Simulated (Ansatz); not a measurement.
The reference is Li in the bcc (W type) structure (space group Im-3m, No. 229; a = 3.434 Å).

Structures relaxed with Ansatz (a first-principles code), PBEsol, PAW, cutoff 420 eV, without spin-orbit coupling.

Base:

Simulated powder pattern, Cu Kα1, λ = 1.54056 Å (kinematic, ideal powder, no thermal factors, no anomalous dispersion; the 10 strongest lines at most, above 2 %, up to 2θ = 90°):

```json
[
 {"2θ (°)": "36.99", "I/Imax (%)": "100", "hkl": "(110)"},
 {"2θ (°)": "53.31", "I/Imax (%)": "17", "hkl": "(200)"},
 {"2θ (°)": "66.65", "I/Imax (%)": "34", "hkl": "(211)"},
 {"2θ (°)": "78.75", "I/Imax (%)": "10", "hkl": "(220)"}
]
```

Modification: a hydrostatic pressure of 15 GPa.

Problem. How do the reflections move or split?

Solution. 
Simulated powder pattern, Cu Kα1, λ = 1.54056 Å (kinematic, ideal powder, no thermal factors, no anomalous dispersion; the 10 strongest lines at most, above 2 %, up to 2θ = 90°):

```csv
2θ (°),d (Å),I/Imax (%),hkl
43.81,2.065,100,(110)
63.68,1.460,16,(200)
80.50,1.192,30,(211)
```

The indices refer to the base's conventional cell; one index is shown for lines that coincide.

Load acts through the strain it causes; cell and atoms are relaxed under it. Stability against distortions was not tested. Measured, Li leaves this structure (for fcc) near 7.5 GPa (temperature not stated; as listed in Olga Degtyareva, NATO science for peace and security series. B, Physics and biophysics (2010)).
